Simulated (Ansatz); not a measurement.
**fluorite-type CoSi2 (0 0 1) on Si0.875Ge0.125, ordered (0 0 1), C on 1 of 2 substrate sites at each interface (film strained to the substrate, started from cuts of the bulks and a machine-learned relaxation)**

A periodic stack without vacuum, fluorite-type CoSi2 (0 0 1) on Si0.875Ge0.125, ordered (0 0 1), C on 1 of 2 substrate sites at each interface (film strained to the substrate, started from cuts of the bulks and a machine-learned relaxation): substrate slab Ge2Si18C2, film Co8Si16, surface cells [[0, 1], [-1, 0]] and [[0, -1], [2, 1]], film strained by +2.6 and +2.6 %, outermost planes Si/Si and Si/Co as cut, which need not be the usual terminations and can put a slab off its formula.

The start was prepared with a machine-learned potential, and the result is one local minimum, with the in-plane cell held and forces under 0.04 eV/Å; the film can end far from its bulk form.

These are PBE (plane waves to 420 eV, PAW; Ansatz, an electronic-structure program) values and carry that method's errors. No spin–orbit coupling; the runs are not spin-polarised; PBE gaps are too small against experiment. Its k-point mesh 5×5×1, Fermi–Dirac width 0.05 eV.

- interface area = 30.3 Å²
- period = 24.87 Å
- gaps between the outermost planes at the two interfaces = 1.38 and 0.82 Å
- Si–Si contacts across the interfaces within 1.22 times the sum of covalent radii = 5, mean 2.51 Å
- Co–Si contacts across the interfaces within 1.22 times the sum of covalent radii = 4, mean 2.26 Å
- C–Co contacts across the interfaces within 1.22 times the sum of covalent radii = 2, mean 2.02 Å
- C–Si contacts across the interfaces within 1.22 times the sum of covalent radii = 2, mean 2.01 Å

```
CELL_PARAMETERS angstrom
      5.50007    -0.00063     0.08013
     -0.00027     5.49971     0.17425
      0.44024     2.74398    24.97765
ATOMIC_POSITIONS crystal
  Ge 0.05375 0.90387 0.17663
  Si 0.57225 0.38247 0.17640
  C  0.33615 0.74873 0.01222
  Si 0.83611 0.24019 0.02286
  Si 0.52476 0.90704 0.06661
  Si 0.13609 0.51955 0.06654
  Si 0.81916 0.67418 0.12000
  Si 0.32660 0.18209 0.11957
  Ge 0.03537 0.75600 0.40069
  Si 0.52818 0.24568 0.39482
  Si 0.30947 0.60423 0.23001
  Si 0.79983 0.10954 0.23517
  Si 0.54561 0.81526 0.28713
  Si 0.04875 0.32748 0.28705
  Si 0.79060 0.53663 0.34321
  Si 0.28868 0.03677 0.34019
  Si 0.28626 0.45033 0.45326
  Si 0.75738 0.97617 0.45423
  Si 0.55296 0.63831 0.50849
  Si 0.97782 0.21770 0.50780
  C  0.82788 0.47466 0.53856
  Si 0.21127 0.85702 0.55140
  Co 0.62168 0.15407 0.76861
  Co 0.12311 0.65549 0.76903
  Co 0.13149 0.23447 0.66149
  Co 0.64781 0.71661 0.66158
  Co 0.57892 0.00646 0.97922
  Co 0.10329 0.53131 0.97924
  Co 0.10641 0.08661 0.87390
  Co 0.60637 0.58671 0.87390
  Si 0.87901 0.43720 0.71718
  Si 0.37849 0.93739 0.71601
  Si 0.37976 0.44078 0.71728
  Si 0.88296 0.93771 0.71724
  Si 0.40675 0.49745 0.61381
  Si 0.88605 0.01753 0.61407
  Si 0.91946 0.53290 0.60682
  Si 0.43017 0.03938 0.61398
  Si 0.84903 0.30358 0.92588
  Si 0.34874 0.80326 0.92612
  Si 0.34884 0.30241 0.92713
  Si 0.84863 0.80231 0.92710
  Si 0.36430 0.37010 0.82210
  Si 0.86408 0.87021 0.82210
  Si 0.86477 0.37125 0.82115
  Si 0.36496 0.87119 0.82145
```
